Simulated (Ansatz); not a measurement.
The reference is La2O3 (space group P-3m1, No. 164; a = 3.906 Å, c = 6.039 Å). Axes: x lies along a and z along c of the hexagonal cell.

Method: PBEsol/PAW in Ansatz (a program for electronic structure), spin-orbit coupling left out, earlier PAW set.

For the base:

The band gap is 3.77 eV. The smallest direct gap is 3.86 eV.

It is then changed as follows: uniaxial stress, 0.5 GPa tension along z; all other stress components relax to zero.

Problem. What happens to the strain response?

Solution. The strain response (xx, yy, zz) amounts to (−0.14, −0.14, +0.56) %.

Problem. What happens to the band gap?

Solution. The band gap rises by 0.013 eV, from 3.77 eV to 3.79 eV.

Problem. Estimate the effect on the smallest direct gap.

Solution. The smallest direct gap remains 3.86 eV.

Beyond what the load breaks, stability against distortions was not tested.
